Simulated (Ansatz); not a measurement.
## How far PBE-D3(BJ) and PBEsol-D3(BJ) part for TiS2, Ti → Hf

Start from TiS2 in the CdI2 type structure (space group P-3m1, No. 164; a = 3.3605 Å, c = 5.5229 Å; layered, stacked along the Cartesian z axis).

(Cell as relaxed with PBE-D3(BJ).)

Levels (all Ansatz, a program for electronic structure, PAW, earlier PAW set): PBE-D3(BJ) (420 eV, no spin-orbit coupling); PBEsol-D3(BJ) (420 eV, no spin-orbit coupling).

Each level relaxes its own structure.

```tsv
base	PBE-D3(BJ)	PBEsol-D3(BJ)
volume per atom	18.00 Å³	16.77 Å³
lattice parameter a	3.360 Å	3.298 Å
band gap	zero	zero
```

Perturbation: Hf takes the place of Ti on all its sites; the structure is relaxed again.

```tsv
quantity	PBE-D3(BJ)	PBEsol-D3(BJ)
band gap	0.85 eV	___
volume per atom	21.65 Å³	___
gap character	indirect, Γ → L	___
```

Q: Given the PBE-D3(BJ) results, estimate those of PBEsol-D3(BJ).

A: 
- band gap, PBEsol-D3(BJ): 0.45 eV
- volume per atom, PBEsol-D3(BJ): 20.26 Å³
- gap character, PBEsol-D3(BJ): indirect, Γ → L

PBE-D3(BJ)'s band gap lies 0.40 eV above PBEsol-D3(BJ)'s; PBE-D3(BJ)'s volume per atom lies 1.384 Å³ above PBEsol-D3(BJ)'s (6.8 %); the two agree on the gap character. Neither level is exact; PBEsol-D3(BJ) is the comparison here, not a measurement.

Spin-orbit coupling, missing from the scalar runs, can matter with Hf. Whether these cells are dynamically stable was not tested. The final runs are not spin-polarised. The zero or small gap of TiS2 can change with the level of theory.
